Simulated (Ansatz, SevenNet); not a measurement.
**AlB2-type TiB2, elastic constant C33**

Reference value: 432 GPa (measured, temperature not stated, not corrected to a static lattice; as tabulated in Liu et al. (2023), arXiv:2002.00005).

Task: What do SevenNet-l3i5, LDA, BLYP, PBE, revPBE, RPBE, PBE-D3(BJ), r²SCAN, r²SCAN+rVV10 give, and how far is each from the reference?

Result: 
```
level (code)           value (GPa)  cell (Å³/atom)  difference (%)
---------------------  -----------  --------------  --------------
SevenNet-l3i5                  349            8.58           -19.2
LDA (Ansatz)                   498            8.17           +15.3
BLYP (Ansatz)                  417            8.79            -3.5
PBE (Ansatz)                   452            8.56            +4.6
revPBE (Ansatz)                438            8.68            +1.4
RPBE (Ansatz)                  433            8.71            +0.2
PBE-D3(BJ) (Ansatz)            481            8.29           +11.3
r²SCAN (Ansatz)                468            8.51            +8.3
r²SCAN+rVV10 (Ansatz)          473            8.48            +9.5
```

The reference's temperature isn't stated, so close values are not ranked against it.

The measured value isn't corrected to a static lattice, so vibrations enter the comparison. A static lattice is as a rule stiffer than a warm one, by over a tenth in soft solids. The crystal itself was run without spin with LDA, BLYP, PBE, revPBE, RPBE, PBE-D3(BJ), r²SCAN, r²SCAN+rVV10; a magnetic state was not tried in these runs. PBE-D3(BJ): the dispersion coefficients are held fixed in the derivatives. Each level is taken at its own relaxed cell. Cutoffs differ between the levels. Ansatz's density-functional and Hartree–Fock values are scalar-relativistic unless marked +SOC, with PAW data made under PBE.

Machine-learned potentials (SevenNet-l3i5) are trained on DFT data: a solid inside that data is no test of them.

Differences are worked out from the printed values.

Ansatz is a first-principles code.
